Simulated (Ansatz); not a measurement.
# KBr in the rock salt structure (space group Fm-3m, No. 225)

```
KBr
1.0
    0.00000     3.35276     3.35276
    3.35276     0.00000     3.35276
    3.35276     3.35276     0.00000
K Br
1 1
Direct
  0.00000   0.00000   0.00000
  0.50000   0.50000   0.50000
```

The values are results of Ansatz (a first-principles code), PBE, PAW, cutoff 420 eV, no spin-orbit coupling, not measurements. Γ-centred 9×9×9 mesh, Fermi–Dirac width 0.05 eV.

```yaml
volume_per_atom: 37.69 Å³
density: 2.62 g/cm³
band_gap: 4.31 eV, direct at Γ
electron_mass: 0.39 mₑ
Lowest conduction-band minima above the VBM: Γ 4.31 eV
total_energy: -2162.252 eV/atom (σ→0; compares only within this code and set-up)
```

Masses are band curvatures over ±0.01 Å⁻¹ around the edge. Whether these cells are dynamically stable was not tested.
